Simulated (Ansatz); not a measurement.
Defect migration in ceria: Sc-vacancy pair (Sc on one host Ce site, one O site vacant), charge state +1. The step: a nearby O atom hops onto the vacant site (Sc-vacancy distance between ideal sites 2.37 Å throughout); the atom moves 2.16 Å along (0.00, 0.00, -0.40) of the unit cell; the moving atom starts with neighbours Ce at 2.28, 2 Ce at 2.51; 2 O at 2.72, 2 O at 2.79; Sc at 2.29 Å and ends with Ce at 2.28, 2 Ce at 2.51; 2 O at 2.72, 2 O at 2.79; Sc at 2.29 Å. DFT values are from Ansatz (plane-wave PAW, 420 eV unless said) in a cell of 96 host sites, spin-restricted, static, with no finite-size correction. The charge state is imposed; whether it is stable for some Fermi level was not computed. Forms of the defect that were not tried may lie lower. For the PBE band: the saddle point's order was not checked, and it lies on a symmetry element of the cell, where a band can be held.

| Level | Forward barrier (eV) | Cost of the band or of the saddle's single point |
|---|---|---|
| CHGNet universal potential (has no charge state), its own band | 0.28 | - |
| PBE, one k-point at (0.250, 0.250, 0.250), band relaxed | 0.28 | roughly 21 core-minutes |
| PBE, a 2×2×2 k-point mesh shifted by half a step, same geometries | 0.28 | very roughly 4 core-minutes |
| r2SCAN at 500 eV, one k-point at (0.250, 0.250, 0.250), same geometries | (withheld) | roughly 4 core-minutes |

Question: What belongs in the gaps?

Answer: 
- r2SCAN at 500 eV, one k-point at (0.250, 0.250, 0.250), same geometries, Forward barrier (eV): 0.30

Ansatz is a program for electronic structure.
